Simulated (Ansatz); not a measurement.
## A computed series for Cu3Au: pressure series

Base system: Cu₃Au in the Cu3Au type structure (space group Pm-3m, No. 221).

```cif
data_AuCu3
_chemical_formula_sum 'Cu3 Au1'
_space_group_name_H-M_alt 'P 1'
_space_group_IT_number 1
_cell_length_a 3.78050
_cell_length_b 3.78050
_cell_length_c 3.78050
_cell_angle_alpha 90.000
_cell_angle_beta 90.000
_cell_angle_gamma 90.000
loop_
_space_group_symop_operation_xyz
  'x, y, z'
loop_
_atom_site_label
_atom_site_type_symbol
_atom_site_fract_x
_atom_site_fract_y
_atom_site_fract_z
_atom_site_occupancy
Cu1 Cu 0.00000 0.50000 0.50000 1
Cu2 Cu 0.50000 0.50000 0.00000 1
Cu3 Cu 0.50000 0.00000 0.50000 1
Au1 Au 0.00000 0.00000 0.00000 1
```

Cell and atoms are relaxed at each pressure.

All numbers come from DFT with PBE, PAW potentials and a 420 eV plane-wave cutoff in Ansatz (a program for electronic structure), no spin-orbit coupling.

| pressure (GPa) | volume per atom (Å³/atom) |
|---|---|
| -2 | 13.707 |
| 0 | 13.508 |
| 3 | ? |
| 7 | 12.928 |
| 15 | 12.412 |
| 30 | 11.688 |
| 50 | 10.994 |
| 75 | 10.362 |
| 100 | 9.880 |

Fit the third-order Birch–Murnaghan form P(V) = (3B₀/2)[(V₀/V)^(7/3) − (V₀/V)^(5/3)]·[1 + (3/4)(B₀′ − 4)((V₀/V)^(2/3) − 1)] (squares taken in P) to the rows shown and predict the withheld row.

Least squares on the printed values gives V₀ = 13.507 Å³/atom, B₀ = 143 GPa, B₀′ = 5.1; this predicts 13.241 Å³/atom, and the run gives 13.240 Å³/atom, in agreement.

Load acts through the strain it causes; cell and atoms are relaxed under it. Whether these cells are dynamically stable was not tested. No other phases were tried under pressure. All final runs are without spin polarisation.
